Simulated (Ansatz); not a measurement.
We consider Si3N4 (P6₃/m, No. 176), described by PBE (plane waves, PAW; Ansatz, a quantum-chemistry and plane-wave program).

Run with plane-wave cutoff 520 eV, 6×6×12 k mesh (along the axes of the cell as run), scalar-relativistic PAW data made under PBE.

Cell (relaxed at this level):

N$_{4}$Si$_{3}$ has the hexagonal space group P6₃/m (No. 176), Pearson symbol hP14. Conventional cell: a = b = 7.664 Å, c = 2.927 Å, α = β = 90.00°, γ = 120.00°. Si on 6h has 4 N at 1.743–1.749 Å (tetrahedral). N1 on 2c is surrounded by 3 Si at 1.743 Å (trigonal planar). N2 on 6h is surrounded by 3 Si at 1.748 Å (trigonal planar). (Neighbours: up to the widest gap in distance over summed covalent radii, below 1.35, at either atom.)

**Question.** Estimate the Voigt–Reuss–Hill bulk modulus, polycrystal shear modulus (Hill average), Young modulus and Poisson ratio that the calculation returns.

**Answer.** 
- Voigt–Reuss–Hill bulk modulus: 233 GPa
- polycrystal shear modulus (Hill average): 120 GPa
- Young modulus: 307 GPa
- Poisson ratio: 0.281

Elastic constants are with the ions relaxed.
